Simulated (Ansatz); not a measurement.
Take CuI in the zinc blende structure (space group F-43m, No. 216; a = 6.023 Å) as the base.

Structures relaxed with r2SCAN (Ansatz, an electronic-structure program), no spin-orbit coupling.

Base:

Simulated powder pattern, Cu Kα1, λ = 1.54056 Å (kinematic, ideal powder, no thermal factors, no anomalous dispersion; the 8 strongest lines at most, above 2 %, up to 2θ = 90°):

```csv
2θ (°),I/Imax (%),hkl
25.60,100,(111)
29.64,7.8,(200)
42.41,70,(220)
50.20,46,(311)
61.54,11,(400)
67.76,18,(331)
77.59,23,(422)
83.30,14,(511)
```

After one change:

Simulated powder pattern, Cu Kα1, λ = 1.54056 Å (kinematic, ideal powder, no thermal factors, no anomalous dispersion; the 8 strongest lines at most, above 2 %, up to 2θ = 90°):

```tsv
2θ (°)	I/Imax (%)
26.41	100
30.59	7.3
43.81	70
51.88	45
63.68	11
70.18	18
80.50	22
86.52	14
```

Task: Which change produced these results?
(A) Cu → Mn
(B) I → Te
(C) Cu → Cd
(D) Cu → Sb

Result: B, I → Te. Its volume per atom is 24.90 Å³ against 27.31 Å³, and its space group is F-43m (No. 216).

The magnetic state is the one reached from the starting moments; the real material's order can differ, and small cells can't hold many antiferromagnetic ones. Whether these cells are dynamically stable was not tested. As relaxed here, CuTe, MnI, CdI and SbI are hypothetical phases, not in the database extracts checked. Spin-polarised in the final run: MnI; the other runs are not. An odd electron count without spin: CuTe and CdI.
